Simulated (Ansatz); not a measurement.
C (I4_1/amd), r2SCAN, rigid bands (Ansatz, a quantum-chemistry and plane-wave program): Condition of this run: biaxial stress in (001) of -22 GPa (compression positive) (the target of the relaxation). band gap 3.63 eV, N_c = 1.75e19 cm⁻³ and N_v = 5.42e18 cm⁻³ at 300 K, conductivity masses along x (a = (0.00, 1.81, 1.77) Å; b = (1.81, 0.00, 1.77) Å; c = (1.81, 1.81, 0.00) Å) of 0.280 mₑ (electrons) and 0.304 mₑ (holes). Take k_BT = 0.02585 eV.

Task: What thermal injection velocity √(2k_BT/πm) limits a ballistic channel along the direction named?

Result: 1.02e7 cm/s for electrons and 9.76e6 cm/s for holes, a ratio of √(m_h/m_e) = 1.04, for dilute carriers.

Task: What built-in voltage has an abrupt junction with N_A = 1e16 and N_D = 1e17 cm⁻³, all dopants ionised?

Result: V_bi = E_g/e − (k_BT/e) ln(N_c N_v/(N_A N_D)) = 3.63 − 0.02585 × 11.46 = 3.33 V. It follows the computed gap one for one.

Task: Find the intrinsic carrier density and the intrinsic Fermi level.

Result: n_i = √(N_c N_v) exp(−E_g/2k_BT) = 9.74e18 × exp(−70.21) = 3.1e-12 cm⁻³. The level lies (k_BT/2) ln(N_v/N_c) = -15 meV from mid-gap (positive towards the conduction band). Each 0.1 eV added to the gap lowers n_i by a factor of 6.9.

Rigid, parabolic bands with the computed gap; masses take one relaxation time for all states. Spin-orbit coupling is left out. Geometry: cell and atoms relaxed with PBEsol.
